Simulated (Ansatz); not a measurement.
H on the (111) surface of germanium (2x2 Ge adatom at T4; a constructed slab, bottom: 4 H on 4 bottom sites), one in a cell of 57 Å², energies for each. Energies are against ½ H2(g), without zero-point or thermal terms; each row is named by its start (#2, #3: further inequivalent places of a kind).

Calculation: PBE (plane waves to 420 eV, PAW; Ansatz, an electronic-structure program).

Set-up: 38 atoms, 13.7 Å thick at the start with caps and adatoms under the adsorbate (thin: gaps and levels are the slab's own); mesh 3x3x1; 0.01 eV smearing; dipole correction on; 20 atoms held, the rest relaxed; each run with such symmetry as its start has; spin-polarised, no spin-orbit, no U, no dispersion correction.

A negative adsorption energy means that the adsorbate is more stable on the surface than in its reference. Heights count from the host atoms within 0.3 Å of the top one. Moments of ungapped slabs depend on the mesh.

| starting site | E_ads (eV) | height (Å) | nearest host atom (Å) | bonded to | Δ work function (eV) | lateral drift (Å) | moment (μB) |
|---|---|---|---|---|---|---|---|
| top Ge | 0.32 | 1.57 | Ge 1.57 | Ge | 0.45 | 0.0 | 0.5 |
| top Ge #2 | -0.29 | 0.02 | Ge 1.56 | Ge | -0.19 | 0.0 | 0.8 |
| over Ge at depth 1.5 Å (the adsorbate broke or entered a bond of the host) | 0.21 | -0.19 | Ge 1.58 | Ge | 0.09 | 0.1 | 0.6 |
| bridge Ge-Ge (span 4.7 Å) (the adsorbate broke or entered a bond of the host) | 0.70 | -0.15 | Ge 1.64 | Ge | 0.25 | 0.1 | 0.3 |
